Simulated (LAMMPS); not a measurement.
MD of Cu (fcc) at zero pressure, 864 atoms, as a liquid; each row is its own run.

Method: classical MD, pair style meam, file AlSiMgCuFe.meam; code LAMMPS.

| T (K) | D(Cu) (cm²/s) |
|---|---|
| 1220 | 3.57e-5 |
| 1360 | 4.64e-5 |
| 1490 | 5.80e-5 |
| 1900 | 9.55e-5 |

Task: Fit an Arrhenius law, ln y = a + b / x, to these rows (x is the first column, y the second) and predict the run at x = 1700.

Result: Least squares gives a = -7.4880 and b = -3371. The slope times kB gives an activation energy of 0.29 eV. At x = 1700 the fit predicts 7.71e-5 cm²/s. The run itself gave (7.5 ± 0.3) × 10^-5 cm²/s, so the fit is 2.4 % high, within the run's error.

Errors of D are the spread over four groups of atoms in one short run; a floor of about 5 %, a picked value, is safer.
